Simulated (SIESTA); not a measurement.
Effort and miss along a sweep of kgrid.MonkhorstPack: RbMg6Sn (Amm2, 8 atoms in the cell)

Cell: a = 5.3503 Å, b = 7.2143 Å, c = 7.2143 Å, α = 60.08°, β = 90.00°, γ = 90.00°.

Computed with GGA PBEsol, numerical atomic orbitals TZP, PseudoDojo PBEsol standard norm-conserving potentials (rewritten from UPF to PSML) run with SIESTA.

Base settings: XC.functional = GGA; XC.authors = PBEsol; potentials = PseudoDojo PBEsol standard; PAO.BasisSize = TZP; PAO.EnergyShift = 0.01 Ry; MeshCutoff = 350 Ry; kgrid.MonkhorstPack = 4 3 3; OccupationFunction = FD; ElectronicTemperature = 1160.45 K; MaxSCFIterations = 150.

Misses are taken against the tightest run, 12 11 11, which need not be fully converged itself. The energy is the free energy per atom.

Core times come from one kind of shared machine and are given to one figure; runs under 30 s give none.

The starting cell comes from a database of computed structures (which also holds hypothetical and non-ambient phases and stackings), without a prior relaxation at this level. Its lattice was rescaled by a random factor within 2.5 % of one. Values carry the incompleteness of an atom-centred basis.

```
kgrid.MonkhorstPack  energy less reference (meV/atom)  pressure less reference (GPa)  largest difference in the force on any atom (eV/Å)  core time / reference (rough)
-------------------  --------------------------------  -----------------------------  --------------------------------------------------  -----------------------------
1 1 1                                          -58.34                          -0.03                                               0.853                            0.6
2 2 2                                           26.42                           0.40                                               0.220                            0.6
3 2 2                                           26.57                           0.32                                               0.151                            0.6
3 3 3                                           -0.05                          -0.01                                               0.165                            0.5
4 3 3                                           -4.76                           0.00                                               0.114                            0.4
4 4 4                                          -10.10                           0.09                                               0.112                            0.6
5 5 5                                            0.88                           0.04                                               0.070                            0.6
6 5 5                                            1.22                           0.03                                               0.036                            0.5
7 6 6                                           -3.17                           0.00                                               0.012                            0.6
8 7 7                                           -0.50                           0.00                                               0.003                            0.5
10 9 9                                          -0.43                          -0.01                                               0.006                            0.9
12 11 11                                         0.00                           0.00                                               0.000                              1
```

Coarsest setting among those run that, with all tighter ones, holds the energy within 20 meV/atom of the reference: 3 3 3, off by 0.05 meV/atom; its saving against the reference is no more than about a factor of 2 in time.

Coarsest setting among those run that, with all tighter ones, holds the energy within 1 meV/atom of the reference: 8 7 7, off by 0.50 meV/atom; its saving against the reference is no more than about a factor of 2 in time. The coarser 3 3 3 also lies inside, but a setting between leaves the range again, so that is luck.

Left out of this page: 1 run of the series outside the window shown, repeating another row's setting, or not comparable.
